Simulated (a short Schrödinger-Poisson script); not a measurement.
System: single GaAs/Al0.4Ga0.6As quantum well.

| layer | material | thickness (nm) |
|---|---|---|
| 1 | Al0.4Ga0.6As | 20 |
| 2 | GaAs | 1.5 |
| 3 | Al0.4Ga0.6As | 20 |

The device is made up for the run: typed textbook-type constants, with dimensions and the other settings drawn at random. GaAs: direct gap (eV) 1.424, conduction-band edge (eV) 0, electron mass (mₑ) 0.067, heavy-hole mass 0.377, light-hole mass 0.09. Al0.4Ga0.6As: direct gap (eV) 1.923, conduction-band edge (eV) 0.316, electron mass (mₑ) 0.1002, heavy-hole mass 0.417, light-hole mass 0.126.

The valence-band edge of each layer lies one gap below its conduction-band edge. The electron's potential energy rises along the stack by the applied field. Mesh 0.03 nm at interfaces.

Task: Estimate e1 and hh1 for infinitely high walls at zero field, and compare with the finite well.

Result: ħ²π²/(2mL²) gives 2494.4 meV for the electron and 443.3 meV for the heavy hole. The finite well gives 226.9 and 96.5 meV, 0.09 and 0.22 of the estimates, as the states reach into the barriers (54 % of e1 lies outside the well).

From a short Schrödinger-Poisson script (our own, NumPy): one-band effective-mass equation with BenDaniel-Duke matching, electrons, heavy and light holes apart, hard walls at the outer ends, one valence edge for both holes (no strain splitting), no charge, excitons, band mixing or non-parabolicity; under a field the levels are quasi-bound states of a box, listed while three quarters of their weight lies within 4 nm of the wells.
